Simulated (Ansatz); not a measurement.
Functionals compared on the (110) surface of fluorite-type CoSi2 in its 1x1 cell (cut with top plane Co + 2 Si, bottom plane Co + 2 Si), outermost plane spacing 1.90 Å in the ideal cut, in Ansatz (plane waves, PAW). The structure was relaxed with PBE; the other rows are single points on it, each with its references at the same level. Cutoff 420 eV (500 eV for r2SCAN).

Model: 21-atom slab, Co7Si14, 11.4 Å thick at the start, 10x7x1 mesh, Fermi-Dirac 0.1 eV, dipole correction, all atoms relaxed; start symmetry kept, larger cells not searched; no spin (magnetic order not tried), no spin-orbit, no U. These notes are the PBE run's.

```csv
functional,surface energy (J/m²),work function of the top face (eV),rough cost of the single point
PBE,1.68,4.89,–
LDA,2.07,5.13,around 100 core-seconds (rough)
PBEsol,1.97,4.97,very roughly 110 core-seconds
RPBE,1.51,4.79,about 100 core-seconds (a rough figure)
r2SCAN,1.93,4.99,very roughly 2.9 core-minutes
```

Ansatz is a quantum-chemistry and plane-wave program.
